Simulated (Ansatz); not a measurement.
**HgSe: energy against strain**

HgSe (zinc blende, F-43m, 28.833 Å³/atom at rest) under an equal strain ε in the (001) plane with the normal axis free, as in a coherent film. PBEsol in Ansatz, a plane-wave DFT program (PAW, default set), 420 eV, 9×9×9 Γ-centred mesh, Fermi-Dirac smearing 0.05 eV; ions are relaxed within the symmetry of each cell.

Here s stands for strain and y for E less E0.

```csv
strain (%),E less E0 (meV/atom)
-1.50,1.55
-1.00,0.68
-0.50,0.17
0.00,0.00
0.50,0.16
1.00,0.65
1.50,1.45
3.00,?
```

Fit y of the 7 rows that show it with a parabola. Least squares gives y = -0.001 - 0.0264·s + 0.6671·s². Residuals (row less fit): 0.010, -0.012, -0.009, 0.001, 0.007, 0.010, -0.010; standard error 0.012 (degrees of freedom: 4). Twice the quadratic coefficient over the volume, 2 × 0.6671 meV × 10⁴ × 0.1602 / 28.833 Å³, is twice the biaxial elastic modulus of this plane = 74 ± 0.6 GPa.

**Question.** What does the fit predict for y at s = 3.00, and how far is the calculated value from it?

**Answer.** y = -0.001 - 0.0264 × 3.0 + 0.6671 × 3.0² = 5.924 meV/atom. The calculation gives 5.71 meV/atom, 0.214 meV/atom below the prediction (3.7 % of the range of y in the table). The row lies outside the fitted rows, so this is an extrapolation. From the scatter of the fitted rows alone, a prediction at this place has a standard error of 0.047 meV/atom, so the miss is 4.6 times that.

One order more, fitted to all 13 runs of the series, follows each within 0.01, so the miss is the next term of a smooth law. This level leaves no gap over 0.05 eV at strain -1.50, -1.00, -0.50, 0.00, 0.50, 1.00, 1.50, 3.00, where the mesh may be coarse. Rows are the converged runs of the series near zero and its far end; series whose fitted rows scatter by over a few per cent of the range, as at a crossing or softening among them, aren't shown in this form. Most that stay on the fit to the last digits aren't either.
